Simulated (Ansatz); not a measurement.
Take TiB₂ (space group P6/mmm, No. 191; a = 3.0324 Å, c = 3.2238 Å; relaxed with 0.1 eV smearing) as the base.

Computed with PBE, PAW, 420 eV (Ansatz, a program for electronic structure; scalar-relativistic without spin-orbit coupling).

Strains are applied to the cell and any free atomic positions relax.

One change was made to it. Results:

```json
[
 {"quantity": "pressure (mean of the normal stresses, compression positive)", "base": "0.0 GPa", "after": "-19.0 GPa"},
 {"quantity": "energy relative to the base (free energy F)", "base": "0 meV/atom", "after": "+51 meV/atom"}
]
```

Problem. Name the change that was made.
(A) isotropic strain −2.00 %
(B) isotropic strain −3.00 %
(C) isotropic strain +0.50 %
(D) isotropic strain +3.00 %
(E) isotropic strain +2.50 %

Solution. D, isotropic strain +3.00 %. For comparison, the energy relative to the base in the other runs: isotropic strain −2.00 % gives +26 meV/atom; isotropic strain +2.50 % gives +36 meV/atom; isotropic strain −3.00 % gives +60 meV/atom; isotropic strain +0.50 % gives +1.5 meV/atom.

Stability against distortions was not tested. All final runs are without spin polarisation.
